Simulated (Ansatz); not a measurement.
Here is the system:

End structure of the (117) surface of germanium, 3 pairs of surface atoms bonded, no caps (bottom of the slab: built like the top, H on every dangling bond, free):

```xyz
60
Lattice="8.1459 0.0000 0.0000 2.0365 14.5433 0.0000 0.0000 0.0000 27.5000" Properties=species:S:1:pos:R:3 pbc="T T T"
Ge     4.0696     5.5158     9.7509
Ge     8.1449     5.5466     9.7780
Ge     2.8073    10.5389    10.1965
Ge     5.3489    10.5363    10.1984
Ge     4.0786     3.0361    10.2665
Ge     8.1457     3.0566    10.2697
Ge     2.0498     6.4365    10.8738
Ge     6.0902     6.4273    10.8699
Ge     6.0394    12.7463    11.1122
Ge     2.1232    12.7535    11.0992
Ge     2.0400     2.6615    11.6361
Ge     6.1134     2.6492    11.6422
Ge     6.0563     8.7667    11.8004
Ge     2.0861     8.7808    11.8069
Ge     4.0771    13.1884    12.5538
Ge     8.1593    13.0380    12.4179
Ge     6.1107     4.8432    12.7671
Ge     2.0344     4.8492    12.7674
Ge     4.0761     9.0681    13.2944
Ge     8.1363     9.1138    13.2012
Ge     6.1060     0.8371    13.4014
Ge     2.0346     0.9374    13.4689
Ge     4.0729     5.1329    14.0965
Ge     8.1459     5.1329    14.0965
Ge     8.1459    11.4065    14.2981
Ge     4.0729    11.4065    14.2981
Ge     4.0729     1.1406    14.9030
Ge     8.1459     1.1406    14.9030
Ge     8.1459     7.4142    15.1047
Ge     4.0729     7.4142    15.1047
Ge     6.0973    11.6742    15.7806
Ge     2.0395    11.5667    15.7336
Ge     8.1220     3.4632    15.8985
Ge     4.0761     3.4359    15.9635
Ge     6.1101     7.7866    16.4481
Ge     2.0376     7.7747    16.4481
Ge     1.9700    13.8682    16.6842
Ge     6.2228    14.0086    16.7735
Ge     6.1158     3.7415    17.4085
Ge     1.9881     3.6604    17.3704
Ge     2.0319     9.9446    17.6603
Ge     6.1308     9.9646    17.6440
Ge     8.2112    13.9754    18.3923
Ge     4.0261    14.7550    17.7123
Ge     2.0486     6.0277    18.3792
Ge     6.1734     6.0805    18.4149
Ge     8.1518     9.9343    19.2352
Ge     4.0885     9.8493    19.2002
Ge     1.4156     2.0355    19.2746
Ge     7.1158     1.7266    18.5126
Ge     8.2064     7.4088    18.9266
Ge     4.0905     7.3529    18.8623
H      4.0653     5.7464     8.2117
H      8.1479     5.7704     8.2374
H      2.2900    10.3251     8.7445
H      5.8722    10.3258     8.7480
H      4.0788     2.2073     8.9494
H      8.1477     2.2451     8.9418
H      6.0451    13.7883     9.9498
H      2.1170    13.7949     9.9364
```

Set-up: 60 atoms, 11.4 Å thick at the start with caps and adatoms (thin: gaps and levels are the slab's own); mesh 4x2x1; 0.025 eV smearing; dipole correction on; single point; no symmetry held, on the structure that PBE left; no spin, no spin-orbit, no U. It is one candidate, not shown to be the stable structure of the face.

**Question.** What highest filled level below the top vacuum level does r2SCAN, at the PBE geometry (Ansatz, a first-principles code) give?

**Answer.** 4.86 eV

**Question.** Estimate the gap of the slab on its k-mesh that r2SCAN, at the PBE geometry returns for this input.

**Answer.** 0.35 eV
